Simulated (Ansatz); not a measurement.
GaBiO3 (Pm-3m, No. 221, 5 atoms in the cell; start mp-22979; idealised structure), treated with dielectric-dependent PBEsol hybrid in Ansatz (PAW).

Numerical settings: plane-wave cutoff 460 eV, 6×6×6 k mesh, Fermi–Dirac smearing 0.01 eV, scalar-relativistic PAW data made under PBE.

Cell (relaxed with PBEsol):

BiGaO3 is taken in the cubic space group Pm-3m (No. 221), the cubic perovskite structure, Pearson symbol cP5. Conventional cell: a = 3.850 Å, b = 3.850 Å, c = 3.850 Å, α = 90.00°, β = 90.00°, γ = 90.00°. Ga on 1b sees 6 O at 1.925 Å (octahedral). Bi on 1a is surrounded by 12 O at 2.722 Å (cuboctahedral). O on 3c has 2 Ga at 1.925 Å and 4 Bi at 2.722 Å (octahedral). (Neighbours: up to the widest gap in distance over summed covalent radii, below 1.35, at either atom; cation-cation and far metal-metal contacts left out.)

Task: What does this level give for the band gap, smallest direct gap on the k points sampled and Γ–Γ gap?

Result: 
- band gap: 2.09 eV (on the SCF k mesh)
- smallest direct gap on the k points sampled: 2.59 eV
- Γ–Γ gap: 6.51 eV

Note: cell and atoms aren't relaxed at this level (pressure -2.8 GPa).

Spin–orbit coupling is not included; with these elements it can move the gap by several tenths of an eV or more.

The computed numbers hold no vibrational or temperature effects.

It cost roughly 3 core-minutes of CPU time.

A start named mp-… is a Materials Project structure, which need not be a measured phase.

Ansatz is a quantum-chemistry and plane-wave program.
